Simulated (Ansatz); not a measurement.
Consider the following.

```xyz
4
Lattice="2.2880 1.3210 7.4457 -2.2880 1.3210 7.4457 0.0000 -2.6419 7.4457" Properties=species:S:1:pos:R:3 pbc="T T T"
Mg     0.0000     0.0000    11.1853
Cd     0.0000     0.0000    22.3286
Te     0.0000     0.0000    19.5185
Te     0.0000     0.0000     8.3943
```

All values below come from PBEsol with spin-orbit coupling, rigid bands (plane waves, PAW; Ansatz, a first-principles code). Condition of this run: spin-orbit coupling switched on. Cell: cell and atoms relaxed with PBEsol.

Question: What conductivity effective mass do dilute electrons have at 300 K?

Answer: 0.105 (x), 0.105 (y), 0.135 (z) mₑ.

Question: Predict the hole conductivity mass (n e² τ/σ) at 300 K, by direction if it differs.

Answer: 0.47 (x), 0.47 (y), 1.31 (z) mₑ.

Question: And the band gap?

Answer: 1.02 eV at this level; semilocal functionals usually fall short of the measured gap.

Rigid bands, one relaxation time for all states, no polarons.

Computed structure with no diffraction record at hand here (it may be known, metastable or hypothetical): MgCdTe2 (R3m).
